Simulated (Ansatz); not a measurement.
Start from BeTe in the zinc blende structure (space group F-43m, No. 216; a = 5.6568 Å). Axes: x, y, z lie along the cube axes.

Computed with Ansatz (a program for electronic structure) r2SCAN, no SOC.

Before the change:

The band gap comes out as 2.37 eV and the valence-band top at Γ is 0.00, 0.00, 0.00 eV.

Perturbation: biaxial strain +2.08 %, plane normal [111], relaxed out of plane (Cartesian); in-plane vectors clamped, the third vector and the atoms free.

Task: How does this affect the out-of-plane strain, band gap, valence-band top at Γ, in-plane stress and hole mass?

Result: The out-of-plane strain amounts to -0.76 %; the band gap drops by 0.07 eV (2.37 eV → 2.30 eV); the valence-band top at Γ (three highest levels, from the VBM) goes from 0.00, 0.00, 0.00 eV to 0.00, -0.19, -0.19 eV; the mean in-plane stress (compression positive) amounts to -2.7 GPa; the hole mass is 0.13 mₑ out of plane, 0.71 mₑ in plane (at Γ).

Spin-orbit coupling, missing from the scalar runs, can matter with Te. Masses are band curvatures over ±0.01 Å⁻¹ around the edge. Stability against distortions was not tested.
